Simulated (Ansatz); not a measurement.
**Several settings converged on TaOs3 (P4mm, 4 atoms in the cell)**

```
TaOs3
1.0
    3.90322     0.00000     0.00000
    0.00000     3.90322     0.00000
    0.00000     0.00000     3.90322
Ta Os
1 3
Cartesian
  0.00000   0.00000   0.05000
  0.00000   1.95161   1.95161
  1.95161   0.00000   1.95161
  1.95161   1.95161   0.00000
```

Base method: LDA (PW92), default PAW files made with PBE (plane waves; Ansatz, a program for electronic structure).

Base settings: basis.ecutwfc = 420 eV; kpoints.mp_grid.grid = 7 7 7; hamiltonian.xc = lda; hamiltonian.pseudopotentials = {kind: paw} (the program's default PAW files); scf.occupations.method = gaussian; scf.occupations.width = 0.1 eV.

The count of work is k-points × plane waves × bands × iterations; it is no time. 

**The cutoff for other potential files**

Level: DFT, LDA (PW92), plane waves, harder PAW files (source: ansatz) made with PBE.

In this ladder: hamiltonian.pseudopotentials = {kind: paw, source: ansatz}.

The second cell is the first with its lattice scaled by 0.98.

The mesh stays at the base's, so the ladder's end is converged at best in this setting alone.

The first pressure column holds Ansatz's estimate of the finite-basis (Pulay) stress, which hides part of the cutoff error; the other is without it.

Only quantities that move along the ladder and can be compared are tabulated.

| basis.ecutwfc | free energy less the last step's (meV/atom) | energy of the compressed cell less the first (meV/atom) | pressure (GPa) | pressure without the Pulay estimate (GPa) | largest difference of a force vector from the last step's (eV/Å) | count of work / last |
|---|---|---|---|---|---|---|
| 235 eV | 9545.03 | 228.10 | 9.75 | -502.44 | 0.532 | 0.090 |
| 285 eV | 2019.01 | -35.22 | -19.79 | -144.35 | 0.015 | 0.14 |
| 365 eV | 123.52 | 16.37 | -8.10 | -21.60 | 0.001 | 0.20 |
| 440 eV | 4.72 | 12.08 | -8.74 | -9.33 | 0.001 | 0.27 |
| 520 eV | 0.96 | 12.09 | -8.74 | -8.76 | 0.000 | 0.35 |
| 625 eV | 0.62 | 12.10 | -8.74 | -8.74 | 0.000 | 0.46 |
| 780 eV | 0.42 | 12.09 | -8.74 | -8.74 | 0.000 | 0.65 |
| 1040 eV | 0.00 | 12.08 | -8.74 | -8.75 | 0.000 | 1.0 |

Coarsest basis.ecutwfc that holds the pressure within 1 GPa of the last step, with all finer ones: 365 eV, at 0.20 of the last step's count of work; the step before is off by 11 GPa.

Coarsest basis.ecutwfc that holds the pressure without the Pulay estimate within 0.2 GPa of the last step, with all finer ones: 520 eV, at 0.35 of the last step's count of work; the step before is off by 0.58 GPa.

Coarsest basis.ecutwfc that holds the forces within 0.005 eV/Å of the last step, with all finer ones: 365 eV, at 0.20 of the last step's count of work; the step before is off by 0.015 eV/Å.

The energy difference between the two cells stays within 1 meV/atom of the last step's from 440 eV on, the total only from 520 eV on: much of the error is common to both cells and cancels.

At the lowest cutoff the pressure without the Pulay estimate lies 494 GPa under the last step's, the usual sign of Pulay stress in an incomplete plane-wave basis.

**The relaxed cell against the cutoff**

On TaOs3 (Pm-3m, 4 atoms in the cell): atoms on their sites.

In this ladder: relax = cell and atoms.

The mesh stays at the base's, so the ladder's end is converged at best in this setting alone.

Only quantities that move along the ladder and can be compared are tabulated.

```csv
basis.ecutwfc,relaxed volume (Å³/atom),relaxation steps
210 eV,14.553,31
250 eV,14.618,13
295 eV,14.459,10
355 eV,14.489,7
420 eV,14.490,7
505 eV,14.488,5
630 eV,14.487,5
840 eV,14.487,5
```

Coarsest basis.ecutwfc that holds the relaxed volume within 0.014 Å³/atom of the last step, with all finer ones: 355 eV; the step before is off by 0.028 Å³/atom.

At the lowest cutoff the cell relaxes to a volume 0.5 % larger than at the highest. Ansatz relaxes on a stress corrected for the finite basis.

On the base run: the starting cell comes from a database of computed structures (which also holds hypothetical and non-ambient phases and stackings), without a prior relaxation at this level. Its lattice was rescaled by up to half a per cent. One atom was moved a little off its site on purpose. Spin polarisation is off.

Keys are those of Ansatz 0.2.
